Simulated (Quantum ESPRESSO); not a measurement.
Worked example: self-consistent single point of CdGeAs₂ (I-42d, 8 atoms in the cell) in Quantum ESPRESSO.

Computed with optB86b-vdW, GBRV 1.5 ultrasoft (PBE) pseudopotentials (plane waves; Quantum ESPRESSO 7.5).

```
CdGeAs2
1.0
    2.97244    -2.97244     5.63314
    2.97244     2.97244     5.63314
   -2.97244    -2.97244     5.63314
Cd Ge As
2 2 4
Direct
  0.50000   0.75000   0.25000
  0.00000   0.50000   0.50000
  0.00000   0.00000   0.00000
  0.50000   0.25000   0.75000
  0.02878   0.34622   0.87500
  0.47122   0.62500   0.65378
  0.97122   0.90378   0.37500
  0.52878   0.12500   0.09622
```

Reference input (self-consistent single point, DFT, PBE, plane waves, GBRV 1.5 ultrasoft (PBE) pseudopotentials): ecutwfc = 50 Ry; ecutrho = 250 Ry; occupations = smearing; smearing = cold; degauss = 0.019992 Ry; potentials = {Cd: cd_pbe_v1.uspp.F.UPF, Ge: ge_pbe_v1.4.uspp.F.UPF, As: as_pbe_v1.uspp.F.UPF}; K_POINTS = automatic 4 4 4 0 0 0; conv_thr = 1e-10 Ry. This run's input differs from it in these lines:

```diff
@@ -18,2 +18,3 @@
    degauss = 0.019992
+   input_dft = 'vdw-df-ob86'
 /
```

The program printed (abridged):

```
     Self-consistent Calculation

     iteration #  1     ecut=    50.00 Ry     beta= 0.70

     Threshold (ethr) on eigenvalues was too large:
     Diagonalizing with lowered threshold

     negative rho (up, down):  4.237E-02 0.000E+00

     total energy              =    -815.35440151 Ry
     estimated scf accuracy    <       0.67742437 Ry

     iteration #  2     ecut=    50.00 Ry     beta= 0.70
     Minimization algorithm failed to find Fermi energy: reverting to bisection
     Possible cause: smearing is larger than the electronic band-gap.

     negative rho (up, down):  4.220E-02 0.000E+00

   [... lines left out ...]

     iteration #  9     ecut=    50.00 Ry     beta= 0.70
     Minimization algorithm failed to find Fermi energy: reverting to bisection
     Possible cause: smearing is larger than the electronic band-gap.

     negative rho (up, down):  4.262E-02 0.000E+00

     total energy              =    -815.66777725 Ry
     estimated scf accuracy    <          2.8E-10 Ry

     iteration # 10     ecut=    50.00 Ry     beta= 0.70
     Minimization algorithm failed to find Fermi energy: reverting to bisection
     Possible cause: smearing is larger than the electronic band-gap.

     negative rho (up, down):  4.262E-02 0.000E+00
     End of self-consistent calculation

     the Fermi energy is     6.4827 ev

!    total energy              =    -815.66777725 Ry
     estimated scf accuracy    <          2.2E-11 Ry
     smearing contrib. (-TS)   =       0.00412639 Ry
     internal energy E=F+TS    =    -815.67190364 Ry

     convergence has been achieved in  10 iterations

     negative rho (up, down):  4.262E-02 0.000E+00

     Forces acting on atoms (cartesian axes, Ry/au):

     atom    1 type  1   force =     0.00000000    0.00000000   -0.00000000
     atom    2 type  1   force =    -0.00000000    0.00000000    0.00000000
     atom    3 type  2   force =    -0.00000000   -0.00000000    0.00000000
     atom    4 type  2   force =     0.00000000   -0.00000000    0.00000000
     atom    5 type  3   force =     0.00000000    0.00717087    0.00000000
   [... lines left out ...]
     Total force =     0.014342     Total SCF correction =     0.000003
   [... lines left out ...]

     negative rho (up, down):  4.262E-02 0.000E+00
          total   stress  (Ry/bohr**3)                   (kbar)     P=       17.58
   0.00012454  -0.00000000  -0.00000000           18.32       -0.00       -0.00
  -0.00000000   0.00012454   0.00000000           -0.00       18.32        0.00
  -0.00000000   0.00000000   0.00010942           -0.00        0.00       16.10

   JOB DONE.
```

The run converged in 10 iterations. Against the reference run the pressure goes from 3.27 to 1.76 GPa and the largest force goes from 0.169 to 0.184 eV/Å.

The starting cell comes from a database of computed structures (which also holds hypothetical and non-ambient phases and stackings), without a prior relaxation at this level. Its lattice was rescaled by a random factor within 2.5 % of one. The run gives no clean gap (levels at the Fermi energy touch, overlap or are partly filled at this smearing), which alone does not show that the compound is a metal.

Cost on one core of a shared machine: roughly 6 min.
